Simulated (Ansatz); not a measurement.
## MgTe: pressure −1 GPa

The reference is MgTe in the zinc blende structure (space group F-43m, No. 216; a = 6.368 Å).

It is then changed as follows: hydrostatic tension (pressure −1 GPa).

Computed with LDA (Ansatz, a program for electronic structure, PAW, without spin-orbit coupling). Γ-centred 9×9×9 mesh, Fermi–Dirac width 0.05 eV.

| quantity | base | changed | shift |
|---|---|---|---|
| density | 3.91 g/cm³ | 3.80 g/cm³ | -0.11 g/cm³ |
| lattice parameter a | 12.034 bohr | 12.146 bohr | +0.112 bohr |
| shortest interatomic distance | 5.211 bohr | 5.259 bohr | +0.0486 bohr |
| enthalpy H = E + PV relative to the base's energy | – | -0.20 eV/atom | – |
| band gap | 2.38 eV | 2.26 eV | -0.12 eV |
| gap character | direct at Γ | direct at Γ | – |
| mean gap deformation potential ΔEg/Δln V | – | -4.5 eV | – |
| width of the top valence band | 1.56 eV | 1.50 eV | -0.06 eV |
| electron mass | 0.16 mₑ (at Γ) | 0.16 mₑ (at Γ) | – |
| valley order (the lowest conduction-band minima on the path, energy above the VBM, named in the base's zone) | Γ 2.38 eV; X along ⟨100⟩ 2.66 eV; L along ⟨111⟩ 3.17 eV | Γ 2.26 eV; X along ⟨100⟩ 2.70 eV; L along ⟨111⟩ 3.10 eV | – |

Final structure:

```yaml
crystal:
  lattice:
    - [0.00000, 3.21375, 3.21375]
    - [3.21375, 0.00000, 3.21375]
    - [3.21375, 3.21375, 0.00000]
  atoms:
    - { symbol: Mg, position: [0.00000, 0.00000, 0.00000] }
    - { symbol: Te, position: [0.25000, 0.25000, 0.25000] }
```

Spin-orbit coupling, missing from the scalar runs, can matter with Te. Load acts through the strain it causes; cell and atoms are relaxed under it. Effective masses come from finite differences of ±0.01 Å⁻¹. Whether these cells are dynamically stable was not tested.
